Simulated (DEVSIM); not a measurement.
System: abrupt In0.53Ga0.47As p-n junction, at 350 K.

| layer (left to right) | material | thickness (μm) | Nd (cm⁻³) | Na (cm⁻³) | τn (s) | τp (s) |
|---|---|---|---|---|---|---|
| 1 | In0.53Ga0.47As | 1.80 | - | 2.2e17 | 1.3e-9 | 1.3e-9 |
| 2 | In0.53Ga0.47As | 16.0 | 1.7e15 | - | 1.3e-9 | 1.3e-9 |

Left contact: ohmic. Right contact: ohmic. Voltage is applied to the left contact. Recombination: SRH at mid-gap. Mobility is μmin + (μ − μmin)/(1 + (N/Nref)^α).

Constants are typed, rounded textbook-type inputs, not results; the design itself was drawn at random and stands for no fabricated device. Values at 300 K; Nc and Nv go as T^1.5, mobilities as T to minus their exponent, the gap by Varshni's rule with the affinity fixed.

| parameter | In0.53Ga0.47As |
|---|---|
| gap (eV) | 0.74 |
| affinity (eV) | 4.51 |
| permittivity | 13.9 |
| Nc (cm⁻³) | 2.1e17 |
| Nv (cm⁻³) | 7.7e18 |
| μn (cm²/Vs) | 12000 |
| μp (cm²/Vs) | 300 |
| μn,min | 300 |
| μp,min | 10 |
| Nref,n | 1.3e17 |
| Nref,p | 4.9e17 |
| αn | 0.48 |
| αp | 0.4 |
| T exponent of μn | 1.6 |
| T exponent of μp | 1.6 |
| Varshni α (eV/K) | 0.00035 |
| Varshni β (K) | 190 |

DEVSIM, 1D drift-diffusion, Boltzmann statistics, complete ionisation; no tunnelling, impact ionisation, image-force lowering or self-heating.

The thickness of layer 2 was swept, all else fixed.

```json
[
 {"thickness of layer 2 (μm)": "3.2", "dark forward voltage at 100 A/cm² (V)": "0.404"},
 {"thickness of layer 2 (μm)": "5.6", "dark forward voltage at 100 A/cm² (V)": "0.413"},
 {"thickness of layer 2 (μm)": "9.6", "dark forward voltage at 100 A/cm² (V)": "0.431"},
 {"thickness of layer 2 (μm)": "16", "dark forward voltage at 100 A/cm² (V)": "0.459"},
 {"thickness of layer 2 (μm)": "27", "dark forward voltage at 100 A/cm² (V)": "0.507"},
 {"thickness of layer 2 (μm)": "48", "dark forward voltage at 100 A/cm² (V)": "0.599"},
 {"thickness of layer 2 (μm)": "80", "dark forward voltage at 100 A/cm² (V)": "0.739"}
]
```

From the first row to the last the dark forward voltage at 100 A/cm² goes from 0.404 to 0.739.
